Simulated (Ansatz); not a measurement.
# rock-salt TiN (1 1 1) on Si0.75Ge0.25, ordered (1 1 1), P on 2 of 4 substrate sites at each interface (film strained to the substrate, started from cuts of the bulks and a machine-learned relaxation; slabs Ge8P4Si28 and N28Ti28, which can lie off the formulas)

A periodic stack without vacuum, rock-salt TiN (1 1 1) on Si0.75Ge0.25, ordered (1 1 1), P on 2 of 4 substrate sites at each interface (film strained to the substrate, started from cuts of the bulks and a machine-learned relaxation; slabs Ge8P4Si28 and N28Ti28, which can lie off the formulas): substrate slab Ge8P4Si28, film N28Ti28, surface cells [[0, 1], [-2, 0]] and [[1, -3], [3, -2]], film strained by -1.5 and -1.5 %, outermost planes Si/GeSi and N/Ti as cut, which need not be the usual terminations and can put a slab off its formula.

The start was prepared with a machine-learned potential, and the result is one local minimum, with the in-plane cell held and forces under 0.04 eV/Å; the film can end far from its bulk form.

Computed with PBE (plane waves to 420 eV, PAW; Ansatz, a program for electronic structure). No spin–orbit coupling; the runs are not spin-polarised; PBE gaps are too small against experiment. Its k-point mesh 4×4×1, Fermi–Dirac width 0.05 eV.

interface area: 53.0 Å²
period: 25.44 Å
heights between the nearest atoms of the two slabs at the two interfaces: 1.57 and 1.86 Å
Si–Ti contacts across the interfaces within 1.22 times the sum of covalent radii: 15, mean 2.85 Å
P–Ti contacts across the interfaces within 1.22 times the sum of covalent radii: 9, mean 2.74 Å
Ge–Ti contacts across the interfaces within 1.22 times the sum of covalent radii: 4, mean 3.06 Å
N–Si contacts across the interfaces within 1.22 times the sum of covalent radii: 3, mean 1.81 Å

```yaml
crystal:
  lattice:
    - [7.82384, 0.00013, 0.10018]
    - [3.91200, 6.77604, 0.02017]
    - [-3.40769, -2.09269, 25.40774]
  atoms:
    - { symbol: Ge, position: [0.07000, 0.46971, 0.08780] }
    - { symbol: Ge, position: [0.06045, 0.93180, 0.05884] }
    - { symbol: Ge, position: [0.41462, 0.83791, 0.18420] }
    - { symbol: Ge, position: [0.43101, 0.33890, 0.18559] }
    - { symbol: Ge, position: [0.77211, 0.21654, 0.31971] }
    - { symbol: Ge, position: [0.77444, 0.71499, 0.31294] }
    - { symbol: Ge, position: [0.13457, 0.59548, 0.43802] }
    - { symbol: Ge, position: [0.14087, 0.08515, 0.43014] }
    - { symbol: P, position: [0.48388, 0.93740, 0.56208] }
    - { symbol: P, position: [0.50052, 0.47461, 0.55204] }
    - { symbol: Si, position: [0.58994, 0.46707, 0.05275] }
    - { symbol: Si, position: [0.52625, 0.97549, 0.05306] }
    - { symbol: P, position: [0.70399, 0.13099, 0.04240] }
    - { symbol: P, position: [0.77852, 0.65995, 0.03901] }
    - { symbol: Si, position: [0.25523, 0.55401, 0.04277] }
    - { symbol: Si, position: [0.15671, 0.16382, 0.04143] }
    - { symbol: Si, position: [0.89729, 0.85613, 0.18989] }
    - { symbol: Si, position: [0.91286, 0.33061, 0.19090] }
    - { symbol: Si, position: [0.07266, 0.50823, 0.17835] }
    - { symbol: Si, position: [0.06872, 0.99008, 0.15557] }
    - { symbol: Si, position: [0.56578, 0.99780, 0.14927] }
    - { symbol: Si, position: [0.58999, 0.49511, 0.14882] }
    - { symbol: Si, position: [0.27895, 0.21563, 0.31117] }
    - { symbol: Si, position: [0.27618, 0.71329, 0.31008] }
    - { symbol: Si, position: [0.43200, 0.87321, 0.28018] }
    - { symbol: Si, position: [0.44016, 0.37083, 0.28096] }
    - { symbol: Si, position: [0.93628, 0.36376, 0.28458] }
    - { symbol: Si, position: [0.93202, 0.87845, 0.28306] }
    - { symbol: Si, position: [0.64282, 0.59044, 0.43848] }
    - { symbol: Si, position: [0.62823, 0.08888, 0.44898] }
    - { symbol: Si, position: [0.78562, 0.24462, 0.41431] }
    - { symbol: Si, position: [0.78886, 0.75688, 0.40817] }
    - { symbol: Si, position: [0.30618, 0.73665, 0.40363] }
    - { symbol: Si, position: [0.30704, 0.24733, 0.40514] }
    - { symbol: Si, position: [0.98972, 0.99518, 0.56303] }
    - { symbol: Si, position: [0.04976, 0.44083, 0.56223] }
    - { symbol: Si, position: [0.16392, 0.64281, 0.53419] }
    - { symbol: Si, position: [0.16539, 0.11210, 0.52293] }
    - { symbol: Si, position: [0.63672, 0.13414, 0.55271] }
    - { symbol: Si, position: [0.68836, 0.60398, 0.53215] }
    - { symbol: N, position: [0.28035, 0.67873, 0.63121] }
    - { symbol: N, position: [0.86713, 0.80904, 0.63272] }
    - { symbol: N, position: [0.44372, 0.95116, 0.62570] }
    - { symbol: N, position: [0.01225, 0.08450, 0.62858] }
    - { symbol: N, position: [0.58600, 0.21422, 0.62477] }
    - { symbol: N, position: [0.14175, 0.38488, 0.62717] }
    - { symbol: N, position: [0.73618, 0.52436, 0.63093] }
    - { symbol: N, position: [0.78975, 0.31436, 0.72054] }
    - { symbol: N, position: [0.36608, 0.45738, 0.71967] }
    - { symbol: N, position: [0.93722, 0.59905, 0.72261] }
    - { symbol: N, position: [0.50847, 0.74081, 0.72078] }
    - { symbol: N, position: [0.07848, 0.88629, 0.72244] }
    - { symbol: N, position: [0.64867, 0.02917, 0.72170] }
    - { symbol: N, position: [0.22053, 0.17127, 0.71998] }
    - { symbol: N, position: [0.29152, 0.96458, 0.81834] }
    - { symbol: N, position: [0.86269, 0.10847, 0.81845] }
    - { symbol: N, position: [0.43396, 0.25230, 0.81855] }
    - { symbol: N, position: [0.00474, 0.39437, 0.81881] }
    - { symbol: N, position: [0.57750, 0.53609, 0.81863] }
    - { symbol: N, position: [0.14804, 0.67940, 0.81836] }
    - { symbol: N, position: [0.72013, 0.82181, 0.81855] }
    - { symbol: N, position: [0.79221, 0.61245, 0.91578] }
    - { symbol: N, position: [0.36144, 0.75814, 0.91561] }
    - { symbol: N, position: [0.93043, 0.90220, 0.91692] }
    - { symbol: N, position: [0.50503, 0.04808, 0.91636] }
    - { symbol: N, position: [0.07464, 0.18972, 0.91543] }
    - { symbol: N, position: [0.65108, 0.32744, 0.91633] }
    - { symbol: N, position: [0.21450, 0.47526, 0.91546] }
    - { symbol: Ti, position: [0.53880, 0.48225, 0.65518] }
    - { symbol: Ti, position: [0.11344, 0.63673, 0.67035] }
    - { symbol: Ti, position: [0.69458, 0.76602, 0.67070] }
    - { symbol: Ti, position: [0.26131, 0.91189, 0.67159] }
    - { symbol: Ti, position: [0.82650, 0.05222, 0.67173] }
    - { symbol: Ti, position: [0.39822, 0.20646, 0.67174] }
    - { symbol: Ti, position: [0.96763, 0.34211, 0.66991] }
    - { symbol: Ti, position: [0.04864, 0.13780, 0.76940] }
    - { symbol: Ti, position: [0.61237, 0.28637, 0.76847] }
    - { symbol: Ti, position: [0.18256, 0.42179, 0.76926] }
    - { symbol: Ti, position: [0.75059, 0.56986, 0.76914] }
    - { symbol: Ti, position: [0.33067, 0.70480, 0.76850] }
    - { symbol: Ti, position: [0.89759, 0.85674, 0.77005] }
    - { symbol: Ti, position: [0.47061, 0.00106, 0.76915] }
    - { symbol: Ti, position: [0.53897, 0.79040, 0.86673] }
    - { symbol: Ti, position: [0.11259, 0.93266, 0.86784] }
    - { symbol: Ti, position: [0.68328, 0.07563, 0.86774] }
    - { symbol: Ti, position: [0.25444, 0.22100, 0.86782] }
    - { symbol: Ti, position: [0.82758, 0.36063, 0.86739] }
    - { symbol: Ti, position: [0.39840, 0.50618, 0.86698] }
    - { symbol: Ti, position: [0.96885, 0.64810, 0.86808] }
    - { symbol: Ti, position: [0.03818, 0.44117, 0.96576] }
    - { symbol: Ti, position: [0.60843, 0.58213, 0.96151] }
    - { symbol: Ti, position: [0.17977, 0.72806, 0.96037] }
    - { symbol: Ti, position: [0.74656, 0.87097, 0.96411] }
    - { symbol: Ti, position: [0.32754, 0.00960, 0.95857] }
    - { symbol: Ti, position: [0.90189, 0.14912, 0.96440] }
    - { symbol: Ti, position: [0.46767, 0.30723, 0.96283] }
```
